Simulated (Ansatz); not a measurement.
**Sn on the 1x1 (111) surface of fcc Ir, one in a 3x3 cell, started at the site 'hollow Ir-Ir-Ir over Ir at depth 4.4 Å'**

These are PBE (plane waves to 420 eV, PAW; Ansatz, an electronic-structure program) values and carry that method's errors.

Model: 37-atom slab, 6.6 Å thick at the start under the adsorbate (thin: gaps and levels are the slab's own), 4x4x1 mesh, Fermi-Dirac 0.1 eV, dipole correction, 18 atoms held, the rest relaxed; start symmetry kept, larger cells not searched; no spin, no spin-orbit, no U, no dispersion correction. At the end it is bonded to 3 Ir. In PBE it is, or lies within 0.03 eV of, the lowest of the starts that converged.

```json
{
 "adsorption_energy_against_an_atom_of_beta_tin": "-1.41 eV",
 "work_function_of_the_top_face": "4.79 eV",
 "change_of_the_work_function": "-0.69 eV",
 "change_of_the_step_from_the_bottom_to_the_top_vacuum_level_against_the_clean_slab": "-0.69 eV",
 "energy_released_by_relaxation": "0.19 eV",
 "height of the binding atom over the mean of the host atoms within 0.3 Å of the top one": "2.232 Å",
 "nearest_host_atoms_of_the_binding_atom": "Ir at 2.73 Å, Ir at 2.73 Å, Ir at 2.73 Å",
 "largest_move_of_a_host_atom": "0.06 Å",
 "cost": "roughly 13 core-minutes"
}
```

A negative adsorption energy means that the adsorbate is more stable on the surface than in its reference.
